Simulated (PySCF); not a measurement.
PySCF 2.14.0, unrestricted PBE0/def2-svp, df: Cu(F)(k2OAc) (CC1[O][Cu]([F])<-[O]=1), charge 0, multiplicity 2, 9 atoms. The geometry is a generated start, not checked to be a minimum at this level.

- task: energy
- method: pbe0
- basis: def2-svp
- two-electron scheme: density fitting
- mol.max_memory: 16000 MB
- mf.max_cycle: 100
- mf.init_guess: minao (default)
- mf.conv_tol: 1e-09 (default)
- mf.grids.level: 3 (default)
- basis functions: 116
- grid points: 120728

Settings of this run: mf.DIIS = ADIIS, mf.diis_space = 8, mf.level_shift = 0, mf.damp = 0, mf.diis_start_cycle = 1; 16 threads, 1 BLAS thread.

```tsv
cycle	E (Hartree)	norm of g	norm of ddm
1	-1966.79935820939	1.83	2.39
2	-1964.82922449363	2.69	3.28
3	-1967.45403581285	0.971	2.12
4	-1967.64791668126	0.657	1.07
5	-1967.73164960549	0.422	0.756
6	-1967.73787544563	0.41	0.532
7	-1967.77622241551	0.239	0.358
8	-1967.77612320883	0.223	0.3
9	-1967.78954144219	0.103	0.198
10	-1967.78868767036	0.117	0.154
11	-1967.79320870324	0.0106	0.0766
12	-1967.79306882363	0.0236	0.0209
13	-1967.7932345587	0.00574	0.0109
14	-1967.79323928762	0.00507	0.0068
…	…	…	…
20	-1967.79324789217	0.000145	0.000735
21	-1967.79324795727	0.00023	0.000609
22	-1967.79324795295	0.000489	0.000665
23	-1967.7932480156	0.000331	0.000552
24	-1967.79324806011	0.000263	0.0005
25	-1967.79324803401	0.000488	0.000556
26	-1967.79324811517	8.48e-05	0.00036
27	-1967.79324812847	0.000164	0.000321
…	…	…	…
32	-1967.79324817162	0.000139	0.000202
33	-1967.79324817883	2.84e-05	0.000101
34	-1967.79324818253	3.27e-05	0.000128
35	-1967.79324818501	3.84e-05	0.000108
36	-1967.79324818654	2.01e-05	5.61e-05
37	-1967.79324818789	2.48e-05	6.53e-05
38	-1967.79324818894	2.27e-05	5.5e-05
39	-1967.79324818967	1.54e-05	3.49e-05
```

It converged after 41 Fock builds (products with the orbital Hessian counted alike).

**Question.** The cycle is slow. Which setting should be changed?

**Answer.** This is not unique; one that fits is mf.DIIS = CDIIS (default) (22 Fock builds (products with the orbital Hessian counted alike)), all else kept; it takes 4.8 s against 8.8 s on an otherwise empty node (Arm Neoverse V2). The other changes of this size gave: mf.DIIS = EDIIS (not converged). The change moves the result by: energy under 0.001 meV/atom, <S²> under 0.001.
